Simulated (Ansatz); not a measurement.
## Smallest direct gap on the k points sampled of Tl4HgI6 (P4/mnc, No. 128) at several levels of theory

No measured value is used here.

```csv
level (code),value (eV)
LDA (Ansatz),1.19
PBEsol (Ansatz),1.24
r²SCAN (Ansatz),1.60
HSE06 (Ansatz),?
PBE0 (Ansatz),2.71
```

Question: Complete the blanks.

Answer: 
- HSE06 (Ansatz, an electronic-structure program), value (eV): 2.05

Computed values are for a static lattice. Spin–orbit coupling is included only where a level's name says +SOC; with heavier elements it mostly lowers gaps and can invert bands.  Values are at the measured cell. Cutoffs differ between the levels. Ansatz's density-functional and Hartree–Fock values are scalar-relativistic unless marked +SOC, with PAW data made under PBE.
